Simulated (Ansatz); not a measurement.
The parent structure is KI in the rock salt structure (space group Fm-3m, No. 225; a = 7.0056 Å). Axes: x, y, z lie along the cube axes.

All numbers come from PBEsol (Ansatz, a quantum-chemistry and plane-wave program), no SOC.

Strains are applied to the cell and any free atomic positions relax; under biaxial strain the out-of-plane vector relaxes too.

One change was made to it. Results:

| quantity | base | after |
|---|---|---|
| shortest interatomic distance | 3.503 Å | 3.511 Å |
| pressure (mean of the normal stresses, compression positive) | 0.01 GPa | -0.08 GPa |
| band gap | 3.87 eV | 3.83 eV |

### Question
Name the change that was made.
A) biaxial strain +0.83 %, plane normal [111], relaxed out of plane
B) biaxial strain −0.83 %, plane normal [111], relaxed out of plane
C) biaxial strain +2.08 %, plane normal [111], relaxed out of plane
D) biaxial strain −2.50 %, plane normal [111], relaxed out of plane

### Answer
A, biaxial strain +0.83 %, plane normal [111], relaxed out of plane. For comparison, the shortest interatomic distance in the other runs: biaxial strain −0.83 %, plane normal [111], relaxed out of plane gives 3.495 Å; biaxial strain −2.50 %, plane normal [111], relaxed out of plane gives 3.479 Å; biaxial strain +2.08 %, plane normal [111], relaxed out of plane gives 3.523 Å.

With I present, leaving out spin-orbit coupling can change the band edges. Whether these cells are dynamically stable was not tested.
